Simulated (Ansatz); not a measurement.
MoSi2: response to strain

Consider MoSi$_{2}$ (space group I4/mmm, No. 139; a = 3.1740 Å, c = 7.7787 Å; relaxed with 0.1 eV smearing). Axes: x, y, z lie along a, b, c of the conventional cell.

Strains are applied to the cell and any free atomic positions relax; under biaxial strain the out-of-plane vector relaxes too.

All numbers come from Ansatz (a program for electronic structure), LDA, PAW, cutoff 420 eV, no SOC.

Notes on the quantities. energy relative to the base: free energy F.

| biaxial strain, plane normal [001], relaxed out of plane (%) | energy relative to the base (meV/atom) |
|---|---|
| 0 | 0.0 |
| 0.5 | ? |
| 1 | 4.1 |
| 1.5 | 9.1 |
| 2 | 16.0 |
| 2.5 | 24.7 |
| 3 | 35.1 |

### Question
Fit ΔE = Aε² + Bε³ (ε in %) to the rows shown and predict the withheld row.

### Answer
Least squares on the printed values gives A = 4.20 and B = -0.099 meV/atom (largest residual 0.0 meV/atom); this predicts 1.0 meV/atom, and the run gives 1.0 meV/atom, in agreement.

No phonon test of stability was made. All final runs are without spin polarisation.
